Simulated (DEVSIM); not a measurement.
Device: Pd/Si3N4/p-Si capacitor, at 300 K.

```csv
layer (left to right),material,thickness (nm),Na (cm⁻³)
1,Si3N4,2.10,-
2,Si,14000,1.8e15
```

Metal gate on the left, work function 5.2 eV. Fixed charge at the semiconductor interface -1.2e11 cm⁻² (in units of +e); no interface traps.

The device is made up for the run: typed textbook-type constants, with dimensions and the other settings drawn at random. Values at 300 K; Nc and Nv go as T^1.5, mobilities as T to minus their exponent, the gap by Varshni's rule with the affinity fixed.

```tsv
parameter	Si3N4	Si
gap (eV)	5.1	1.124
affinity (eV)	2.1	4.05
permittivity	7.5	11.7
Nc (cm⁻³)	-	2.86e19
Nv (cm⁻³)	-	3.1e19
Varshni α (eV/K)	-	0.000473
Varshni β (K)	-	636
```

Model (solved in DEVSIM): 1D Poisson equation in equilibrium, Boltzmann statistics, complete ionisation; no quantum confinement or tunnelling. Metal contacts follow the ideal Schottky-Mott rule: no Fermi-level pinning, no interface dipoles.

The temperature was swept, all else fixed.

```tsv
temperature (K)	threshold voltage (band bending 2φF) (V)	minimum of the low-frequency capacitance (μF/cm²)	flat-band voltage (V)
250	0.96	0.0161	0.22
300	0.91	0.0177	0.28
350	0.86	0.0211	0.35
400	0.81	0.0251	0.41
450	0.76	0.0335	0.48
500	0.71	0.0563	0.54
```

From the first row to the last the threshold voltage (band bending 2φF) goes from 0.96 to 0.71. From the first row to the last the minimum of the low-frequency capacitance goes from 0.0161 to 0.0563.
